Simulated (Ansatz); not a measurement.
Levels about the gap of amorphous Hf18O39Mo (58 atoms in a cell of 763 Å³, 8.56 g/cm³; zone centre alone, so wide bands show as single levels with stretches between that a denser mesh fills), at the geometry that PBE relaxed, where it gives 0.0 GPa on a denser mesh. Exact exchange is cut at the faces of this small cell, which leaves a finite-size error. The participation number counts the atoms over which a state spreads; weights are charges in smoothed Voronoi cells. The levels come from a single point, so bond lengths are those of that geometry. Method of the levels: HSE06, scalar-relativistic without spin-orbit coupling (Ansatz, a program for electronic structure). Sampling: the zone centre alone; Fermi-Dirac width 0.02 eV; no spin polarisation. At PBE the levels at both edges of the gap are localised (band-tail or defect states), and the nearest spread-out levels lie 3.8 eV apart at the zone centre.

Preparation: random packing, a CHGNet melt and quench, and a DFT relaxation. O atoms were pushed apart under 1.9 Å during the dynamics, to hinder bonds among them. The hot cell started wider than the set density and was brought back towards it in steps. It is the lowest in DFT energy of 2 quenches. It is a model cell: composition and starting density were chosen by hand, and all elements were melted together. No dispersion term was used. Its density started from a set value of 8.65 and ended at 8.56 g/cm³. The quench (nominally 300 K/ps over its main leg) was far faster than any real one, so the model tends to hold more defects than a real film. One small periodic cell is one sample of the glass; other quenches scatter about these values. Volume and shape were free in the relaxation.

```json
[
 {"E - E(highest filled), eV": "-0.35", "filling": "filled", "participation number": "15.8", "largest on": "O, 3 neighbours", "weight O": "0.95", "weight Mo": "0.00", "weight Hf": "0.05"},
 {"E - E(highest filled), eV": "-0.30", "filling": "filled", "participation number": "20.3", "largest on": "O, 3 neighbours", "weight O": "0.95", "weight Mo": "0.00", "weight Hf": "0.05"},
 {"E - E(highest filled), eV": "-0.29", "filling": "filled", "participation number": "18.0", "largest on": "O, 3 neighbours", "weight O": "0.95", "weight Mo": "0.00", "weight Hf": "0.05"},
 {"E - E(highest filled), eV": "-0.17", "filling": "filled", "participation number": "15.3", "largest on": "O, 3 neighbours", "weight O": "0.96", "weight Mo": "0.00", "weight Hf": "0.04"},
 {"E - E(highest filled), eV": "-0.17", "filling": "filled", "participation number": "16.4", "largest on": "O, 3 neighbours", "weight O": "0.94", "weight Mo": "0.00", "weight Hf": "0.06"},
 {"E - E(highest filled), eV": "-0.10", "filling": "filled", "participation number": "8.4", "largest on": "O, 3 neighbours", "weight O": "0.96", "weight Mo": "0.00", "weight Hf": "0.04"},
 {"E - E(highest filled), eV": "0.00", "filling": "filled", "participation number": "5.8", "largest on": "O, 3 neighbours", "weight O": "0.96", "weight Mo": "0.00", "weight Hf": "0.04"},
 {"E - E(highest filled), eV": "3.65", "filling": "empty", "participation number": "3.0", "largest on": "Mo, 5 neighbours", "weight O": "0.40", "weight Mo": "0.55", "weight Hf": "0.05"},
 {"E - E(highest filled), eV": "4.31", "filling": "empty", "participation number": "3.2", "largest on": "Mo, 5 neighbours", "weight O": "0.41", "weight Mo": "0.52", "weight Hf": "0.06"},
 {"E - E(highest filled), eV": "4.48", "filling": "empty", "participation number": "3.5", "largest on": "Mo, 5 neighbours", "weight O": "0.42", "weight Mo": "0.50", "weight Hf": "0.08"},
 {"E - E(highest filled), eV": "5.16", "filling": "empty", "participation number": "11.0", "largest on": "Mo, 5 neighbours", "weight O": "0.41", "weight Mo": "0.25", "weight Hf": "0.34"},
 {"E - E(highest filled), eV": "5.61", "filling": "empty", "participation number": "18.2", "largest on": "Hf, 7 neighbours", "weight O": "0.39", "weight Mo": "0.07", "weight Hf": "0.53"},
 {"E - E(highest filled), eV": "5.76", "filling": "empty", "participation number": "20.4", "largest on": "Mo, 5 neighbours", "weight O": "0.43", "weight Mo": "0.14", "weight Hf": "0.43"},
 {"E - E(highest filled), eV": "6.07", "filling": "empty", "participation number": "34.2", "largest on": "Hf, 6 neighbours", "weight O": "0.46", "weight Mo": "0.04", "weight Hf": "0.51"}
]
```

Most localised among these is the empty level at +3.65 eV, on a Mo atom, which has 5 neighbours (O 1.74 Å, O 1.78 Å, O 1.86 Å, O 1.95 Å, O 2.03 Å).
